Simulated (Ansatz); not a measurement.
## Rock-salt LaTe

Computed with PBE0 in Ansatz (PAW).

Settings: plane-wave cutoff 460 eV, 8×8×8 k mesh, Fermi–Dirac smearing 0.05 eV, scalar-relativistic PAW data made under PBE.

Cell: relaxed at this level.

```
Item                                               Result
------------------------------------------  -------------
equilibrium volume per atom                 33.63 Å³/atom
bulk modulus B0                                  60.6 GPa
band gap                                    zero (no gap)
lattice constant a                                6.456 Å
pressure derivative B′ of the bulk modulus            4.4
```

Spin–orbit coupling is not included; it can open a gap where bands touch, and shift volumes and moduli.

Static lattice: no zero-point or thermal effects.

Ansatz is an electronic-structure program.
